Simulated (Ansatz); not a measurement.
# SnPbO3 (Pm-3m, No. 221, 5 atoms in the cell; start mp-978952)

These are PBE0 in Ansatz (PAW) values and carry that method's errors.

Run with plane-wave cutoff 460 eV, 6×6×6 k mesh, Fermi–Dirac smearing 0.01 eV, scalar-relativistic PAW data made under PBE.

Cell (relaxed with PBEsol):

PbSnO3 is modelled in the cubic space group Pm-3m (No. 221), the cubic perovskite structure, Pearson symbol cP5. Lattice parameters: a = 4.0723 Å, b = 4.0723 Å, c = 4.0723 Å, α = 90.00°, β = 90.00°, γ = 90.00°. Sn on 1b is surrounded by 6 O at 2.036 Å (octahedral). Pb on 1a sees no neighbour by this rule. O on 3c sees 2 Sn at 2.036 Å (linear). (Neighbours: up to the widest gap in distance over summed covalent radii, below 1.35, at either atom; cation-cation and far metal-metal contacts left out.)

```
Item                                                               Value
-------------------------------------------  ---------------------------
band gap                                     3.87 eV (on the SCF k mesh)
smallest direct gap on the k points sampled                      4.82 eV
Γ–Γ gap                                                          5.13 eV
```

Note: cell and atoms aren't relaxed at this level (pressure -0.5 GPa).

Spin–orbit coupling is not included; with these elements it can move the gap by several tenths of an eV or more.

The computed numbers hold no vibrational or temperature effects.

It cost about 110 core-seconds (a rough figure) of CPU time.

A start named mp-… is a Materials Project structure, which need not be a measured phase.

Ansatz is a quantum-chemistry and plane-wave program.
